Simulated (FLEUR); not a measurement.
Input and output of a self-consistent single point for Ir (Fm-3m, 1 atom in the cell) (FLEUR)

Method: FLEUR with PBE, all-electron FLAPW (FLEUR), scalar-relativistic valence.

This input was run:

Input of the input generator:

```
Ir
&input film=f /
-0.0000000000 1.8980610000 1.8980610000
1.8980610000 -0.0000000000 1.8980610000
1.8980610000 1.8980610000 -0.0000000000
1.8897261246
1.0 1.0 1.0

1
77 0.0000000000 0.0000000000 0.0000000000

&comp jspins=1 /
&kpt div1=12 div2=12 div3=12 gamma=t /
&end /
```

```xml
<?xml version="1.0" encoding="UTF-8" standalone="no"?>
<fleurInput fleurInputVersion="0.39">
   <comment>
      Ir                                                                                                  
   </comment>
   <calculationSetup>
      <cutoffs Kmax="4.3" Gmax="12.9" GmaxXC="12.9" numbands="0"/>
      <scfLoop itmax="100" minDistance="0.00001" maxIterBroyd="15" imix="Anderson" alpha="0.05" precondParam="0.0" spinf="2.0"/>
      <coreElectrons ctail="T" frcor="F" kcrel="0" coretail_lmax="0"/>
      <xcFunctional name="pbe" relativisticCorrections="F"/>
      <magnetism jspins="1"/>
      <soc l_soc="F" theta="0.0" phi="0.0" spav="F"/>
      <expertModes spex="0" secvar="F"/>
      <geometryOptimization l_f="T" forcealpha="1.0" forcemix="BFGS" epsdisp="0.00001" epsforce="0.00001"/>
      <ldaU l_linMix="F" mixParam="0.05" spinf="1.0"/>
   </calculationSetup>
   <cell>
      <bzIntegration valenceElectrons="15.0" mode="gauss" fermiSmearingEnergy="0.00999582">
         <kPointListSelection listName="default-1"/>
         <!-- k-points included here -->
         <xi:include xmlns:xi="http://www.w3.org/2001/XInclude" href="kpts.xml"> </xi:include>
      </bzIntegration>
      <!-- symmetry operations included here -->
      <xi:include xmlns:xi="http://www.w3.org/2001/XInclude" href="sym.xml"> </xi:include>
      <bulkLattice scale="1.0">
         <bravaisMatrix>
            <row-1>    0.0000000000000000     3.5868154577844003     3.5868154577844003</row-1>
            <row-2>    3.5868154577844003     0.0000000000000000     3.5868154577844003</row-2>
            <row-3>    3.5868154577844003     3.5868154577844003     0.0000000000000000</row-3>
         </bravaisMatrix>
      </bulkLattice>
   </cell>
   <atomSpecies>
      <species name="Iridium (Ir)" element="Ir" atomicNumber="77">
         <mtSphere radius="2.32" gridPoints="817" logIncrement="0.016"/>
         <atomicCutoffs lmax="10" lnonsphr="8"/>
         <electronConfig flipSpins="F">
            <coreConfig>(1s1/2) (2s1/2) (2p1/2) (2p3/2) (3s1/2) (3p1/2) (3p3/2) (4s1/2) (3d3/2) (3d5/2) (4p1/2) (4p3/2) (5s1/2) (4d3/2) (4d5/2) (4f5/2) (4f7/2)</coreConfig>
            <valenceConfig>(5p1/2) (5p3/2) (6s1/2) (5d3/2) (5d5/2)</valenceConfig>
            <stateOccupation state="(5d3/2)" spinUp="1.4" spinDown="1.4"/>
            <stateOccupation state="(5d5/2)" spinUp="2.1" spinDown="2.1"/>
         </electronConfig>
         <energyParameters s="6" p="6" d="5" f="5"/>
         <lo type="SCLO" l="1" n="5" eDeriv="0"/>
      </species>
   </atomSpecies>
   <atomGroups>
      <atomGroup species="Iridium (Ir)">
         <relPos label="                   1">.0000000000 .0000000000 .0000000000</relPos>
         <force calculate="T" relaxXYZ="TTT"/>
      </atomGroup>
   </atomGroups>
   <output dos="F" band="F" slice="F">
      <checks vchk="F" cdinf="F"/>
      <bandDOS minEnergy="-.5*Htr" maxEnergy="0.5*Htr" sigma="0.015" storeEVData="T"/>
      <vacuumDOS vacdos="F" integ="F" star="F" nstars="0" locx1="0.0" locy1="0.0" locx2="0.0" locy2="0.0" nstm="0" tworkf="0.0"/>
      <unfoldingBand unfoldBand="F" supercellX="1" supercellY="1" supercellZ="1"/>
      <plotting iplot="0" polar="F">
         <plot TwoD="T" vec1="  1.0  0.0  0.0" vec2="  0.0  1.0  0.0" vec3="  0.0  0.0  1.0" zero="  0.0  0.0  0.0" file="plot"/>
      </plotting>
      <chargeDensitySlicing numkpt="0" minEigenval="0.0" maxEigenval="0.0" nnne="0" pallst="F"/>
      <specialOutput eonly="F"/>
      <magneticCircularDichroism mcd="F" energyLo="-10.0" energyUp="0.0"/>
   </output>
  <!-- We include the file relax.xml here to enable relaxations (see documentation) -->
  <xi:include xmlns:xi="http://www.w3.org/2001/XInclude" href="relax.xml"> <xi:fallback/> </xi:include>
</fleurInput>
```

Output, abridged:

```
      Welcome to FLEUR        (www.flapw.de)
      MaX-Release 8.1          (www.max-centre.eu)

 ========== k-point set info ==========
 Selected k-point list: default-1
 k-point list type: mesh
 12 x 12 x 12
 Number of k points: 72

 ------------Calculation Setup---------------------------
           1           2           3           4           6           8           9          12          18          24          36          72
 Number of basis functions:          140
 Iteration:     1   Distance:      13.73896475 me/bohr^3
 Iteration:     2   Distance:      12.64738753 me/bohr^3
 Iteration:     3   Distance:       6.02814288 me/bohr^3
 Iteration:     4   Distance:       1.49483823 me/bohr^3
 Iteration:     5   Distance:       1.41288025 me/bohr^3
 Iteration:     6   Distance:       0.13441145 me/bohr^3
   [... 2 lines left out ...]
 Iteration:     9   Distance:       0.00386708 me/bohr^3
 Iteration:    10   Distance:       0.00047663 me/bohr^3
 Iteration:    11   Distance:       0.00003635 me/bohr^3
 Iteration:    12   Distance:       0.00001582 me/bohr^3
 Iteration:    13   Distance:       0.00000107 me/bohr^3
 Run finished successfully
 Stop message:
   Structural relaxation: Done

[file out, last iteration]
             iter=     14
          p o t e n t i a l   g e n e r a t o r
[...]
          integral of pseudo charge density inside the slab=        0.000000   0.000000
     coulomb potential in the interstitial region:
          density-coulomb potential integrals
          total density-coulomb potenti   -30836.0248246206
          density-effective potential integrals for spin  1
          total density-effective poten   -3.1293064167E+04
          charge density-energy density integrals
          total charge density-energy d   -3.4925062021E+02
 Updated energy parameters for spin:           1
  Atom    1 6s branch from -2.69 to  2.42 htr. ; e_l =  0.4216
  Atom    1 6p branch from -1.05 to  3.50 htr. ; e_l =  0.5680
  Atom    1 5d branch from -9.78 to  0.99 htr. ; e_l =  0.5555
  Atom    1 5f branch from -1.39 to  3.16 htr. ; e_l =  0.8483
  Atom    1 5p branch from-17.32 to -1.05 htr. ; e_l(l -1.1539
[...]
 fermi energy and band-weighting factors:
at   0.00000   0.00000   0.00000   k-weight:    0.000579
   12 eigenvalues :
   -1.103794   -1.103794   -1.103794    0.291088    0.562174    0.562174    0.562174    0.666399
    0.666399    1.209214    1.419126    1.419126
   [... 2 blocks of this kind left out ...]

[...]
FERMIE:
          first approx. to ef    (T=0)  :   0.714090 htr   (energy of the highest occ. eigenvalue)
          number of occ. states  (T=0)  :        548
          first approx. to seigv (T=0)  :  -1.729584 htr
          sum of weights of occ. states :   7.510417
          sum of semicore charge        :   0.000000 e
          fermi energy=   0.71186 har   work function= -19.37073 ev
          number of valence electrons=  15.00000
     band-weighting factor for spin=    1
     k-point=    1
      0.001 0.001 0.001 0.001 0.001 0.001 0.001 0.001 0.001 0.000 0.000 0.000
     k-point=    2
      0.005 0.005 0.005 0.005 0.005 0.005 0.005 0.005 0.005 0.000 0.000 0.000
     k-point=    3
      0.005 0.005 0.005 0.005 0.005 0.005 0.005 0.005 0.005 0.000 0.000 0.000
     k-point=    4
   [... lines left out ...]
          total moment                 =     0.00000
 Direct bandgap for spin            1 :    2.4914297581414724E-002  Htr
   [... lines left out ...]
               2.   0.   0.5 -487.4650      2.0000
               2.   1.   0.5 -466.8552      2.0000
   [... 14 lines left out ...]
          atom type    1  (spin 1)
          kinetic energy=  0.202120924477E+05     sum of the eigenvalues= -0.109357929965E+05
          0.00438029  electrons lost from core.
          total charge for spin  1=   77.000000
          interst. charge =       2.138739
          mt charge=             74.861261
          total charge  =   77.000000
          zc=    77.000000     qfix=    1.000000
     t o t a l  e n e r g y
          sum of eigenvalues =            -10937.5370713082
          density-coulomb potential int   -30836.0248246206
          density-effective potential i   -31293.0641672537
          charge density-ex.-corr.energ     -349.2506202056
          el.-nucl. inter. diff. m.t.      22388.6155434210
          Madelung term for atom type:       -57.7920843869
 ---->    total energy=                   -17858.1435643783 htr
 ---->    (input%tkb*entropy) TS=              0.0000000000 htr
 ---->    free energy=                    -17858.1435643783 htr
      extrapolation for T->0
 ---->    total electron energy=          -17858.1435643783 htr
 ***** TOTAL FORCES ON ATOMS *****
 TOTAL FORCE FOR ATOM TYPE=  1  X=  0.000   Y=  0.000   Z=  0.000
                       FX_TOT= 0.000000 FY_TOT= 0.000000 FZ_TOT= 0.000000
 Structural relaxation: Done
```

The run converged in 13 iterations. FLEUR gives forces in its relaxation mode, with a further iteration, so its stop message speaks of a relaxation.

The starting cell comes from a database of computed structures (which also holds hypothetical and non-ambient phases and stackings), without a prior relaxation at this level. Its lattice was rescaled by a random factor within 2.5 % of one. Spin-orbit coupling is off. Spin polarisation is off. Values depend on the basis (sphere radii, cutoffs, local orbitals), which need not be converged. The log's line on a gap gives a spacing of levels on this mesh, which the program prints for metals too.

Cost on one core of a shared machine: roughly 30 s.
